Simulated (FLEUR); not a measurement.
FLEUR run on a (110) slab of Li (cut from a parent of space group no. 229; 3 atoms in the cell): self-consistent single point.

Method of the run: PBEsol, all-electron FLAPW (FLEUR, film geometry), scalar-relativistic valence.

```
CELL_PARAMETERS angstrom
      3.03150     0.00000     0.00000
     -4.04200     2.85812     0.00000
      0.00000     0.00000    18.95041
ATOMIC_POSITIONS crystal
  Li 0.00000 0.00000 0.36939
  Li 0.00000 0.50000 0.50000
  Li 0.00000 0.00000 0.63062
```

Reference input (self-consistent single point, DFT, PBEsol, all-electron FLAPW (FLEUR, film geometry), scalar-relativistic valence): Kmax = 3.9 1/bohr; GmaxXC = 15.6 1/bohr; xcFunctional = PBEs; jspins = 1; l_soc = F; mode = hist; fermiSmearingEnergy = 0.00367493 Htr; mesh (inpgen div1-3) = 8 8 1; inpgen gamma flag = true; Gmax = 15.6 1/bohr; numbands = 0; maxIterBroyd = 15. This run's input differs from it in these lines:

```diff
@@ -25,3 +25,3 @@
    <calculationSetup>
-      <cutoffs Kmax="3.9" Gmax="15.6" GmaxXC="15.6" numbands="0"/>
+      <cutoffs Kmax="3.02" Gmax="12.1" GmaxXC="12.1" numbands="0"/>
       <scfLoop itmax="60" minDistance="0.00001" maxIterBroyd="15" imix="Anderson" alpha="0.05" precondParam="0.8" spinf="2.0"/>
```

The program printed (abridged):

```
 Iteration:     1   Distance:       2.64503458 me/bohr^3
 Iteration:     2   Distance:       2.50662725 me/bohr^3
 Iteration:     3   Distance:       0.81785026 me/bohr^3
 Iteration:     4   Distance:       0.70826519 me/bohr^3
 Iteration:     5   Distance:       0.24643781 me/bohr^3
   [... 20 lines left out ...]
 Iteration:    26   Distance:       0.00003751 me/bohr^3
 Iteration:    27   Distance:       0.00001283 me/bohr^3
 Iteration:    28   Distance:       0.00001256 me/bohr^3
 Iteration:    29   Distance:       0.00000125 me/bohr^3
 Reset of history
 Run finished successfully
 Stop message:
   Structural relaxation: new displacements generated

[file out, last iteration]
             iter=     30
[...]
          vacuum :                            -0.0023754595
 9990nmzxy=  100
 9992nmzdiff=  153
          vacuum :                            -0.0227660641
          total density-effective poten   -3.3553781210E+01
          vacuum :                            -0.0157129773
          total charge density-energy d   -5.3502530178E+00
 Updated energy parameters for spin:           1
[...]
 fermi energy and band-weighting factors:

[...]
FERMIE:
          first approx. to ef    (T=0)  :  -0.116874 htr   (energy of the highest occ. eigenvalue)
          number of occ. states  (T=0)  :         32
          first approx. to seigv (T=0)  :  -0.500402 htr
   [... lines left out ...]
FERHIS:  Fermi-Energy by histogram:
          bandgap                     :   0.000409 htr
          charge neutrality (T=0)     :   0.031250    (zero if the highest occ. eigenvalue is "entirely" occupied)
     EF_NEWTON:  Adjust Fermi-Energy by Newton-Method.
 ---->    free energy=                       -22.3599093767 htr
   [... lines left out ...]
      extrapolation for T->0
 ---->    total electron energy=             -22.3589055693 htr
 ***** TOTAL FORCES ON ATOMS *****
 TOTAL FORCE FOR ATOM TYPE=  1  X=  0.000   Y=  0.000   Z= -4.677
                       FX_TOT= 0.000000 FY_TOT= 0.000000 FZ_TOT= 0.002188
 TOTAL FORCE FOR ATOM TYPE=  2  X= -3.819   Y=  2.701   Z=  0.000
                       FX_TOT= 0.000000 FY_TOT= 0.000000 FZ_TOT= 0.000000
```

The run converged in 29 iterations. FLEUR gives forces in its relaxation mode, with a further iteration, so its stop message speaks of a relaxation. Against the reference run the free energy goes up by 1.1 meV/atom and the largest force goes from 0.107 to 0.113 eV/Å.

The starting cell has typed, rounded lattice constants, without a prior relaxation at this level. The slab is cut from that crystal, and its faces are unrelaxed. Its lattice was rescaled by up to half a per cent. Values depend on the basis (sphere radii, cutoffs, local orbitals), which need not be converged. The log's line on a gap gives a spacing of levels on this mesh, which the program prints for metals too.

Cost on one core of a shared machine: roughly 90 s.
